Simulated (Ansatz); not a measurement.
System: LaZnSbO (P4/nmm, No. 129, 8 atoms in the cell; start mp-12515). Method: r²SCAN in Ansatz (plane waves, PAW).

Settings: plane-wave cutoff 560 eV, 14×14×6 k mesh (along the axes of the cell as run), Fermi–Dirac smearing 0.05 eV, scalar-relativistic PAW data made under PBE.

Cell (relaxed with PBEsol):

```cif
data_La2O2Sb2Zn2
_chemical_formula_sum 'La2 Zn2 Sb2 O2'
_space_group_name_H-M_alt 'P4/nmm :1'
_space_group_IT_number 129
_space_group_name_Hall 'P 4ab 2ab -1ab'
_cell_length_a 4.18653
_cell_length_b 4.18653
_cell_length_c 9.42098
_cell_angle_alpha 90.000
_cell_angle_beta 90.000
_cell_angle_gamma 90.000
loop_
_space_group_symop_operation_xyz
  'x, y, z'
  '-y+1/2, x+1/2, z'
  '-x, -y, z'
  'y+1/2, -x+1/2, z'
  'x+1/2, -y+1/2, -z'
  '-y, -x, -z'
  '-x+1/2, y+1/2, -z'
  'y, x, -z'
  '-x+1/2, -y+1/2, -z'
  'y, -x, -z'
  'x+1/2, y+1/2, -z'
  '-y, x, -z'
  '-x, y, z'
  'y+1/2, x+1/2, z'
  'x, -y, z'
  '-y+1/2, -x+1/2, z'
loop_
_atom_site_label
_atom_site_type_symbol
_atom_site_symmetry_multiplicity
_atom_site_Wyckoff_symbol
_atom_site_fract_x
_atom_site_fract_y
_atom_site_fract_z
_atom_site_occupancy
La1 La 2 c 0.50000 0.00000 0.12199 1
Zn1 Zn 2 b 0.50000 0.50000 0.50000 1
Sb1 Sb 2 c 0.00000 0.50000 0.31877 1
O1 O 2 a 0.00000 0.00000 0.00000 1
```

Q: Predict the band gap.

A: 
band gap: 0.21 eV (on the SCF k mesh)

Note: cell and atoms aren't relaxed at this level (largest force component 0.16 eV/Å, pressure 2.8 GPa).

Spin–orbit coupling is not included; it can close the smallest gap of 0.21 eV.

Static lattice: no zero-point or thermal effects.

Computing time: very roughly 7 core-minutes.

A start named mp-… is a Materials Project structure, which need not be a measured phase.

Ansatz is a program for electronic structure.
